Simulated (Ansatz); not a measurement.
## Thickness series in HfO2

Consider HfO₂ in the fluorite structure (space group Fm-3m, No. 225; a = 5.058 Å). Axes: x, y, z lie along the cube axes.

Free-standing slabs (3 atom(s) a layer) normal to [111] with 15 Å of vacuum; in-plane cell held at bulk.

All numbers come from plane-wave PAW DFT at the r2SCAN level (Ansatz, a program for electronic structure, 500 eV), spin-orbit coupling left out.

Candidates:
(a) 6 layers
(b) 4 layers
(c) 5 layers
(d) 2 layers

For the base:

| Quantity | Value |
|---|---|
| Band gap | 4.30 eV |

Question: Order them by band gap, highest first.

Answer: (d) 2 layers (4.98 eV), (b) 4 layers (4.59 eV), (c) 5 layers (4.50 eV), (a) 6 layers (4.45 eV)

Spin-orbit coupling, missing from the scalar runs, can matter with Hf. Stability against distortions was not tested. This is not the structure that HfO2 has at room temperature and ambient pressure.
